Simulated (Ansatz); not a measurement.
The starting structures come from a database of crystals and need not be the phases stable at ambient conditions.

Inside the gap of an insulator the Bloch states are evanescent, with a wavenumber k + iκ along the transport direction.

```
Bi2O3
1.0
    6.04827     0.00000     0.00000
    0.00000     7.76094     0.00000
    0.00000    -3.88047     6.72117
Bi O
8 12
Cartesian
  1.45116   3.68683   4.40277
  1.45116   5.84996   1.32689
  1.45116   2.10461   0.99151
  4.47530   1.96949   5.39428
  4.47530  -1.77586   5.72966
  4.47530  -0.19364   2.31840
  1.49162   0.00000   4.48078
  4.51576   3.88047   2.24039
  3.27822   2.55591   3.38828
  3.27822   5.53685   2.81355
  3.27822   3.54865   0.51934
  0.25409   1.65638   3.90762
  0.25409  -0.33182   6.20183
  0.25409  -1.32456   3.33289
  2.17871   0.06651   1.69145
  2.17871  -2.44889   5.81785
  2.17871   2.38238   5.93305
  5.20284   1.43158   0.90333
  5.20284   6.26285   0.78812
  5.20284   3.94698   5.02972
```

Space group of this cell: P31c. The cell is taken as given; by PBEsol its mean pressure is -1.0 GPa.

Transport runs along the normal of the first two printed cell vectors, the (100) plane of the conventional cell.

The gap is the functional's own. No spin-orbit coupling. Mid-gap values are interpolated on the energy grid.

Q: State the band gap and the smallest decay constant κ at mid-gap according to PBEsol (Ansatz, an electronic-structure program).

A: Gap 1.53 eV on a 6×6×6 mesh; κ = 0.236 1/Å, at the zone centre.
